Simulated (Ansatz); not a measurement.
# BaTiO3, response to strain

The parent structure is BaTiO3 (space group P4mm, No. 99; a = 3.955 Å, c = 4.046 Å). Axes: x, y, z lie along a, b, c of the conventional cell.

Strains are applied to the cell and any free atomic positions relax.

Levels (all Ansatz, a program for electronic structure, PAW, earlier PAW set): PBEsol (420 eV, no SOC); r2SCAN (500 eV, no spin-orbit coupling); HSE06 (420 eV, spin-orbit coupling left out); PBEsol+SOC (420 eV, noncollinear with spin-orbit coupling).

Band gaps by level, all at the geometries relaxed with PBEsol:

```json
[
 {"case": "base", "PBEsol": "1.85 eV", "r2SCAN": "2.26 eV", "HSE06": "3.34 eV", "PBEsol+SOC": "1.85 eV"},
 {"case": "isotropic strain −2.34 %", "PBEsol": "1.94 eV", "r2SCAN": "2.38 eV", "HSE06": "3.45 eV", "PBEsol+SOC": "1.94 eV"},
 {"case": "uniaxial strain ε_yy = −2.96 %", "PBEsol": "1.90 eV", "r2SCAN": "2.33 eV", "HSE06": "3.41 eV", "PBEsol+SOC": "1.90 eV"},
 {"case": "strain tensor (xx, yy, zz, yz, xz, xy) = (+0.23, −0.63, +1.02, +1.33, +0.32, −1.00) %", "PBEsol": "2.01 eV", "r2SCAN": "2.43 eV", "HSE06": "3.51 eV", "PBEsol+SOC": "2.01 eV"}
]
```

Single points use the geometry relaxed with PBEsol. HSE06 gaps are upper bounds (no full band path). The spin-orbit shifts are approximate. Whether these cells are dynamically stable was not tested. The runs without spin-orbit coupling are not spin-polarised.
